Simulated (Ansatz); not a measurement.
The starting structures come from a database of crystals and need not be the phases stable at ambient conditions.

Input:

```xyz
14
Lattice="4.7243 0.0000 0.0000 0.0000 5.3924 0.0000 2.3621 -1.4215 5.8555" Properties=species:S:1:pos:R:3 pbc="T T T"
V      3.4972     3.0434     4.1823
V      3.5892     0.9276     1.6733
V      1.1351     3.6238     1.6733
V      5.9514     0.3472     4.1823
O      5.0085     1.6820     4.5678
O      2.0779     2.2890     1.2877
O      2.6464     4.9852     1.2877
O      4.4400    -1.0142     4.5678
O      5.0558     0.1312     2.3825
O      2.0306     3.8398     3.4730
O      2.6937     1.1436     3.4730
O      4.3927     2.8274     2.3825
O      0.5422     4.0443     0.0000
O      4.1821     1.3481     0.0000
```

Space group of this cell: C2/c. The cell is taken as given; by LDA its mean pressure is -18.6 GPa.

Transport runs along the normal of the first two printed cell vectors.

No gap correction and no spin-orbit coupling; mid-gap values are interpolated between computed energies.

Question: Give the band gap and the smallest decay constant κ at mid-gap that LDA run with Ansatz (a program for electronic structure) yields.

Answer: Gap 1.14 eV on a 8×6×8 mesh; κ = 0.220 1/Å, at (0.000, 0.333) of the in-plane reciprocal vectors. At the zone centre, at the nearest computed energy, the slowest state has κ = 0.25 1/Å.
